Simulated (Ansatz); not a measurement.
The cell is built on a prototype and need not be the phase stable at ambient conditions.

By r2SCAN, the system below comes out a metal.

Given:

```
CELL_PARAMETERS angstrom
      3.82052     0.00000     0.00000
      0.00000     6.56897     0.00000
      1.91026     0.00000     3.30866
ATOMIC_POSITIONS crystal
  In 0.00000 0.00000 0.00000
  In 0.00000 0.50000 0.00000
  P  0.33333 0.75000 0.33333
  P  0.66667 0.25000 0.66667
```

Space group of this cell: P6_3/mmc, NiAs type. The cell was relaxed by PBE-D3(BJ); by r2SCAN its mean pressure is 1.2 GPa.

The current flows along the normal of the first two printed cell vectors. No spin-orbit coupling; the value is a mean over 0.1 eV about the Fermi level.

**Question.** Give the ballistic conductance per area that r2SCAN run with Ansatz (a first-principles code) yields.

**Answer.** 0.40 × 10¹⁵ S/m² for both spins.
